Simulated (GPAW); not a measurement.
Band structure of Si₂Ni (Fm-3m, 3 atoms in the cell).

```
Si2Ni
1.0
    0.00000     2.69315     2.69315
    2.69315     0.00000     2.69315
    2.69315     2.69315     0.00000
Si Ni
2 1
Direct
  0.25000   0.25000   0.25000
  0.75000   0.75000   0.75000
  0.00000   0.00000   0.00000
```

Computed with PBE, GPAW PAW datasets PBE (gpaw-data 1.0.1) (plane waves; GPAW).

Settings: mode = pw; ecut = 800 eV; xc = PBE; kpts = 9 9 9; mesh shift (steps) = 0 0 0; occupations.name = methfessel-paxton; occupations.width = 0.1 eV; occupations.order = 0; nbands = -11; convergence.density = 1e-05 e/electron; convergence.energy = 1e-05 eV/electron; symmetry.symmorphic = false; symmetry.tolerance = 0.0005; maxiter = 150.

The starting cell comes from a database of computed structures (which also holds hypothetical and non-ambient phases and stackings), without a prior relaxation at this level. Spin polarisation is off.

Levels in eV from the Fermi level, bands 9 to 16:
| point | 9 | 10 | 11 | 12 | 13 | 14 | 15 | 16 |
|---|---|---|---|---|---|---|---|---|
| Γ | -3.65 | -0.30 | 1.74 | 1.74 | 1.74 | 2.15 | 2.15 | 2.15 |
| X | -3.71 | -3.71 | -3.58 | -3.23 | -0.39 | 1.35 | 7.64 | 8.35 |
| W | -3.85 | -3.71 | -3.30 | -2.53 | 2.22 | 2.22 | 4.60 | 5.21 |
| K | -3.91 | -3.52 | -3.03 | -2.75 | 0.21 | 3.60 | 4.66 | 6.39 |
| L | -3.45 | -3.45 | -1.58 | -1.58 | 1.72 | 1.82 | 1.82 | 2.66 |
| U | -3.91 | -3.52 | -3.03 | -2.75 | 0.21 | 3.60 | 4.66 | 6.39 |

Bands cross the Fermi level along this path, so the cell is metallic at this level.
